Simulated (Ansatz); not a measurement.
The parent structure is BaTiO₃ (space group P4mm, No. 99).

```xyz
5
Lattice="3.9728 0.0000 0.0000 0.0000 3.9728 0.0000 0.0000 0.0000 4.1123" Properties=species:S:1:pos:R:3 pbc="T T T"
Ti     1.9864     1.9864     1.8599
Ba     0.0000     0.0000     3.8417
O      1.9864     1.9864     3.6816
O      1.9864     0.0000     1.6948
O      0.0000     1.9864     1.6948
```

Cartesian axes are those of the cell as printed.

Computed with DFT with r2SCAN, PAW potentials and a 500 eV plane-wave cutoff in Ansatz (an electronic-structure program), no SOC, earlier PAW set.

Now apply this change: the cell is stretched by 0.86 % along x with no lateral relaxation, atoms relaxed at fixed cell.

### Question
Predict the stress tensor and what it implies for the stiffness.

### Answer
Stress of the strained cell less that of the base (GPa, compression positive):
```
  -2.44    0.00    0.00
   0.00   -0.97    0.00
   0.00    0.00   -0.73
```

Then −Δσ_ii/ε with ε = 0.0086 gives relaxed-ion elastic constants: C11 ≈ 284 GPa, C12 ≈ 113 GPa and C13 ≈ 85 GPa.

Stability against distortions was not tested. All final runs are without spin polarisation.
